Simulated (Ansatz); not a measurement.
# Pressure series in Sr3SbN

Take Sr3SbN in the anti-perovskite structure (space group Pm-3m, No. 221; a = 5.186 Å; a cell from a computed database, its experimental status unchecked) as the base.

Cell and atoms are relaxed at each pressure.

Method: r2SCAN, PAW, 500 eV (Ansatz, a first-principles code; no spin-orbit coupling), earlier PAW set.

Notes on the quantities. enthalpy: H = E + PV relative to the base's energy.

```tsv
change	band gap	lattice parameter a	enthalpy	width of the top valence band
base	0.57 eV	5.186 Å	–	1.71 eV
pressure −2 GPa	0.65 eV	5.263 Å	-0.36 eV/atom	1.66 eV
pressure −1 GPa	0.61 eV	5.222 Å	-0.18 eV/atom	1.69 eV
pressure 0.9 GPa	0.54 eV	5.156 Å	+0.16 eV/atom	1.74 eV
pressure 2.1 GPa	0.49 eV	5.120 Å	+0.36 eV/atom	1.76 eV
pressure 4.5 GPa	0.40 eV	5.055 Å	+0.75 eV/atom	1.84 eV
pressure 9 GPa	0.25 eV	4.958 Å	+1.46 eV/atom	1.94 eV
pressure 15 GPa	0.07 eV	4.855 Å	+2.34 eV/atom	2.05 eV
pressure 22.5 GPa	zero	4.754 Å	+3.38 eV/atom	–
pressure 30 GPa	zero	4.673 Å	+4.36 eV/atom	–
```

A case with no gap was solved on a k-mesh chosen for an insulator, which is coarse for it. Spin-orbit coupling, missing from the scalar runs, can matter with Sb. Load acts through the strain it causes; cell and atoms are relaxed under it. Stability against distortions was not tested. Competing high-pressure phases were not computed. The final runs are not spin-polarised. A zero or small gap of Sr3SbN under pressure 9 GPa, Sr3SbN under pressure 15 GPa, Sr3SbN under pressure 22.5 GPa and Sr3SbN under pressure 30 GPa can be the functional's error rather than a property of the material.
